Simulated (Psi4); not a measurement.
Psi4 1.11, unrestricted BP86/def2-svpd: F[C](Cl)Cl, charge 0, multiplicity 2, 4 atoms. The geometry is a generated start, not checked to be a minimum at this level.

```yaml
task: energy
method: bp86
basis: def2-svpd
memory: 3 GB
maxiter: 100
keys_of_the_molecule_block: symmetry c1
scf_type: df (default)
guess: auto, which took SAD (default)
scf_initial_accelerator: adiis (default)
e_convergence: 1e-06 (default)
d_convergence: 1e-06 (default)
dft_radial_points: 75 (default)
dft_spherical_points: 302 (default)
basis_functions: 97
grid_points: 87444
```

```xyz
4

F     -0.0393     1.3684    -0.1062
C     -0.0003     0.0798     0.2664
Cl     1.4818    -0.6835    -0.0892
Cl    -1.4422    -0.7647    -0.0710
```

Charge 0 and multiplicity 2 are set for this test and not shown to be the ground state.

One run each on 2 threads. Values of diis_max_vecs tried: 3, 6, 10 (default), 20.

Question: Which value of diis_max_vecs needs the fewest SCF iterations, and what happens away from it?

Answer: Fewest SCF iterations, within one of each other: 6 with 9, 10 (default) with 9, 20 with 9. The count rises to 16 at 3. All converge to one solution.

```tsv
diis_max_vecs	SCF iterations	end
3	16	same solution
6	9	same solution
10 (default)	9	same solution
20	9	same solution
```
